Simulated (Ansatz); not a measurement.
# Effect of isotropic strain −3.00 % on ZnO

The parent structure is ZnO in the wurtzite structure (space group P6_3mc, No. 186; a = 3.230 Å, c = 5.214 Å).

Modification: an isotropic linear strain of −3.00 %, atoms relaxed at fixed cell.

All numbers come from PBEsol/PAW in Ansatz (a quantum-chemistry and plane-wave program), no spin-orbit coupling. k-mesh 12×12×7 (Γ-centred); smearing 0.05 eV (Fermi–Dirac).

```tsv
quantity	base	changed	shift
volume per atom	11.78 Å³	10.75 Å³	-1.03 Å³
space group	P6_3mc (No. 186)	P6_3mc (No. 186)	–
shortest interatomic distance	196.9 pm	191.0 pm	-5.9 pm
energy relative to the base (free energy F)	0 meV/atom	+48 meV/atom	+48 meV/atom
band gap	0.70 eV	0.83 eV	+0.124 eV
gap character	direct at Γ	direct at Γ	–
mean gap deformation potential ΔEg/Δln V	–	-1.4 eV	–
width of the top valence band	1.83 eV	2.05 eV	+0.214 eV
electron mass	0.13 mₑ (at Γ)	0.16 mₑ (at Γ)	–
valence-band top at Γ (three highest levels, from the VBM)	0.00, 0.00, -0.10 eV	0.00, 0.00, -0.13 eV	–
```

Final structure:

```xyz
4
Lattice="3.1331 0.0000 0.0000 -1.5665 2.7133 0.0000 0.0000 0.0000 5.0579" Properties=species:S:1:pos:R:3 pbc="T T T"
Zn     0.0000     1.8089     0.0082
Zn     1.5665     0.9044     2.5371
O      0.0000     1.8089     1.9240
O      1.5665     0.9044     4.4529
```

Effective masses come from finite differences of ±0.01 Å⁻¹. Stability against distortions was not tested.
